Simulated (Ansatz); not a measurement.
**A computed series for MgS: response to strain**

The reference is MgS in the rock salt structure (space group Fm-3m, No. 225; a = 5.2030 Å).

Strains are applied to the cell and any free atomic positions relax.

Level of theory: DFT with r2SCAN, PAW potentials and a 500 eV plane-wave cutoff in Ansatz (a first-principles code), spin-orbit coupling left out.

Candidates:
(a) isotropic strain +1.00 %
(b) isotropic strain +2.00 %
(c) isotropic strain +2.50 %
(d) isotropic strain +0.50 %

For the base:

| Quantity | Result |
|---|---|
| Band gap | 3.46 eV |

Question: Order them by band gap, lowest first.

Answer: (c) isotropic strain +2.50 % (3.30 eV), (b) isotropic strain +2.00 % (3.33 eV), (a) isotropic strain +1.00 % (3.40 eV), (d) isotropic strain +0.50 % (3.43 eV)

Whether these cells are dynamically stable was not tested.
